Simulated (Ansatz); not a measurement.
The reference is B (space group I4_132, No. 214; a = 4.633 Å; a hypothetical phase, not in the database extracts checked). Axes: x, y, z lie along the cube axes.

The change: biaxial strain −0.78 %, plane normal [110], relaxed out of plane (Cartesian); in-plane vectors clamped, the third vector and the atoms free.

Levels (all Ansatz, a program for electronic structure, PAW): PBEsol (420 eV, no spin-orbit coupling); r2SCAN (500 eV, spin-orbit coupling left out); HSE06 (420 eV, no SOC).

One geometry, relaxed with PBEsol, under each level:

```tsv
level	band gap	lowest conduction level above the VBM at special points	pressure
PBEsol	1.36 eV	Γ 1.36 eV; Z 2.74 eV; L 2.80 eV; Y 2.83 eV	0.56 GPa
r2SCAN	…	…	…
HSE06	2.39 eV	Γ 2.39 eV; Z 3.68 eV; L 3.75 eV	–
```

**Question.** Give the withheld r2SCAN results.

**Answer.** 
- r2SCAN, band gap: 1.72 eV
- r2SCAN, lowest conduction level above the VBM at special points: Γ 1.72 eV; Z 3.08 eV; L 3.15 eV; Y 3.17 eV
- r2SCAN, pressure: 1.04 GPa

Single points use the geometry relaxed with PBEsol. Their cutoffs differ, which shifts pressures a little. HSE06 was sampled on its mesh, a few special points and the semilocal edge points, so its gap is an upper bound. No phonon test of stability was made. Labels are those of the standard path for the cell's own space group.
